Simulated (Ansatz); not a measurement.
System: cubic perovskite RbCdF3. Method: PBEsol in Ansatz (plane waves, PAW).

Numerical settings: plane-wave cutoff 520 eV, 8×8×8 k mesh, Fermi–Dirac smearing 0.01 eV, scalar-relativistic PAW data made under PBE.

A third-order Birch–Murnaghan fit to the energies gives V0 = 17.164 Å³/atom, B0 = 62.3 GPa, B′ = 4.9.

```csv
V (Å³/atom),P (GPa)
16.135,4.49
16.479,?
16.822,?
17.165,0.00
17.508,?
17.852,-2.22
18.195,?
```

Q: Estimate the withheld pressures from this fit; the answers are the runs' own values.

A: 
- 16.479, P (GPa): 2.81
- 16.822, P (GPa): 1.32
- 17.508, P (GPa): -1.18
- 18.195, P (GPa): -3.15

The formula P = (3/2) B0 (x^(7/3) − x^(5/3)) [1 + (3/4)(B′ − 4)(x^(2/3) − 1)] with x = V0/V meets the computed pressures within 0.01 GPa when these rounded values are put in.

Note: the relaxation could not lower the start's symmetry, so the cell can be a saddle point above a distorted one.

Computed values are for the static lattice.

It cost around 70 core-seconds (rough) of CPU time.

Ansatz is a program for electronic structure.
